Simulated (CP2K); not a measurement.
CP2K run on Pt (Fm-3m, 1 atom in the cell): self-consistent single point.

Method of the run: PBEsol, GPW, DZVP-MOLOPT-SR-GTH basis, GTH-PBE potentials (GTH_POTENTIALS) run with CP2K 2026.2.

```yaml
crystal:
  lattice:
    - [2.76354, 0.00000, 0.00000]
    - [1.38177, 2.39330, 0.00000]
    - [1.38177, 0.79777, 2.25642]
  atoms:
    - { symbol: Pt, position: [0.00000, 0.00000, 0.00000] }
```

Reference input (self-consistent single point, DFT PBEsol, GPW, DZVP-MOLOPT-SR-GTH basis, GTH-PBE potentials (GTH_POTENTIALS)): CUTOFF = 500 Ry; REL_CUTOFF = 50 Ry; SMEAR/METHOD = GAUSSIAN; SIGMA = 0.1 eV; KPOINTS/SCHEME = MONKHORST-PACK 7 7 7; XC_FUNCTIONAL = PBE:PBESOL; Pt/BASIS_SET = DZVP-MOLOPT-SR-GTH; Pt/POTENTIAL = GTH-PBE-q18; METHOD = GPW; EPS_DEFAULT = 1e-10; NGRIDS = 5; SCF_GUESS = ATOMIC. This run's input differs from it in these lines:

```diff
@@ -36,3 +36,3 @@
         METHOD GAUSSIAN
-        SIGMA [eV] 0.1
+        SIGMA [eV] 0.02
       &END SMEAR
@@ -40,3 +40,4 @@
     &KPOINTS
-      SCHEME MONKHORST-PACK 7 7 7
+      SCHEME MONKHORST-PACK 12 12 12
+      GAMMA_CENTERED T
     &END KPOINTS
```

The program printed (abridged):

```
 SCF WAVEFUNCTION OPTIMIZATION

  Step     Update method      Time    Convergence         Total energy    Change
     1 NoMix/Diag. 0.30E+00      -     0.20806728      -120.3952402951 -1.20E+02
     2 Broy./Diag. 0.30E+00      -     0.06864403      -121.2939024984 -8.99E-01
     3 Broy./Diag. 0.30E+00      -     0.08324188      -120.5219653751  7.72E-01
     4 Broy./Diag. 0.30E+00      -     0.00469563      -120.0510561215  4.71E-01
     5 Broy./Diag. 0.30E+00      -     0.00217858      -120.0872190835 -3.62E-02
     6 Broy./Diag. 0.30E+00      -     0.00042473      -120.0752936255  1.19E-02
     7 Broy./Diag. 0.30E+00      -     0.00027481      -120.0771186221 -1.82E-03
     8 Broy./Diag. 0.30E+00      -     0.00002417      -120.0754336158  1.69E-03
     9 Broy./Diag. 0.30E+00      -     0.00002376      -120.0754104722  2.31E-05
    10 Broy./Diag. 0.30E+00      -     0.00000224      -120.0752578035  1.53E-04
    11 Broy./Diag. 0.30E+00      -     0.00000061      -120.0752734397 -1.56E-05
  *** SCF run converged in    11 steps ***

  Overlap energy of the core charge distribution:               0.00000000005654
  Self energy of the core charge distribution:               -182.79742506947306
  Core Hamiltonian energy:                                     40.55925557400652
  Hartree energy:                                              33.76971689279533
  Exchange-correlation energy:                                -11.60677925848508
  Smearing free energy correction:                             -0.00004157822252
  Fermi energy:                                                 0.60017390205440

  Total energy:                                              -120.07527343971211
  Total energy (extrapolated to sigma->0):                   -120.07525265060085

   [... lines left out ...]

 STRESS| Analytical stress tensor [bar]
 STRESS|                        x                   y                   z
 STRESS|      x        3.51013643797E+04  -2.12955098248E-01  -1.50907115709E-01
 STRESS|      y       -2.12955098248E-01   3.51015991106E+04  -9.37464518104E-02
 STRESS|      z       -1.50907115709E-01  -9.37464518104E-02   3.51016528984E+04
 STRESS| 1/3 Trace                                             3.51015387962E+04
```

The run converged in 11 iterations. Against the reference run the free energy drops by 40.8 meV/atom and the pressure goes from 5.42 to 3.51 GPa.

The starting cell has typed, rounded lattice constants, without a prior relaxation at this level. Its lattice was rescaled by up to half a per cent. Spin polarisation is off. Values carry the incompleteness of an atom-centred basis. The potentials were made for another functional than the one used. With a pressure of about 4 GPa the cell is away from its equilibrium volume at this level.

Cost on one core of a shared machine: roughly 3 min.
